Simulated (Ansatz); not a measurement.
```xyz
2
Lattice="0.0037 2.9846 3.1180 3.1082 0.0218 3.0999 3.1103 2.9687 0.0196" Properties=species:S:1:pos:R:3 pbc="T T T"
Se     4.6749     4.4816     4.6794
Cd    -0.0082    -0.0003    -0.0013
```

No spin polarisation.

Method: DFT with r2SCAN, PAW potentials and a 500 eV plane-wave cutoff in Ansatz (an electronic-structure program), no spin-orbit coupling. Settings: 9×9×9 k-points, 0.05 eV Fermi–Dirac smearing.

Task: Predict the pressure and valence-band top at Γ.

Result: Pressure (mean of the normal stresses, compression positive): 0.46 GPa
Valence-band top at Γ (three highest levels, from the VBM): 0.00, -0.14, -0.14 eV

The levels and masses belong to the bands next to the band gap. The cells carry an imposed strain or load. Stability against distortions was not tested. The cell was made from CdSe in the zinc blende structure (space group F-43m, No. 216) by this change: strain tensor (xx, yy, zz, yz, xz, xy) = (+1.33, −3.29, +1.06, +0.62, +0.03, +0.10) %.
